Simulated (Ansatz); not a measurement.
Response to strain in hypothetical simple cubic Ag

Base system: Ag in the simple cubic structure (space group Pm-3m, No. 221; a = 2.6851 Å; a hypothetical phase, not in the database extracts checked; relaxed with 0.1 eV smearing). Axes: x, y, z lie along the cube axes.

Strains are applied to the cell and any free atomic positions relax; under biaxial strain the out-of-plane vector relaxes too; under stress the whole cell relaxes.

Calculations: PBEsol, PAW, 420 eV (Ansatz, a first-principles code; no spin-orbit coupling).

Notes on the quantities. energy relative to the base: free energy F; pressure: mean of the normal stresses, compression positive.

| case | energy relative to the base | volume per atom | pressure | space group |
|---|---|---|---|---|
| base | 0 meV/atom | 19.36 Å³ | 0.0 GPa | Pm-3m (No. 221) |
| biaxial strain −1.46 %, plane normal [001], relaxed out of plane | +6.9 meV/atom | 18.83 Å³ | 2.7 GPa | P4/mmm (No. 123) |
| biaxial strain +1.03 %, plane normal [001], relaxed out of plane | +3.1 meV/atom | 19.74 Å³ | -1.6 GPa | P4/mmm (No. 123) |
| tensor shear ε_xz = +2.14 % | -1.7 meV/atom | 19.35 Å³ | 0.0 GPa | Cmmm (No. 65) |
| tensor shear ε_xz = −0.52 % | -0.1 meV/atom | 19.36 Å³ | 0.0 GPa | Cmmm (No. 65) |
| tensor shear ε_yz = −1.19 % | -0.5 meV/atom | 19.36 Å³ | 0.0 GPa | Cmmm (No. 65) |
| uniaxial stress, 8 GPa tension along x | +24 meV/atom | 20.16 Å³ | – | P4/mmm (No. 123) |

Stability under load was not tested beyond the relaxation. Under tensor shear ε_xz = +2.14 %, tensor shear ε_xz = −0.52 % and tensor shear ε_yz = −1.19 % the cell ends below the base's energy or with stress of the wrong sign: the atoms slid into a distortion or the cell is elastically unstable, so the base is not a stable minimum at this level.
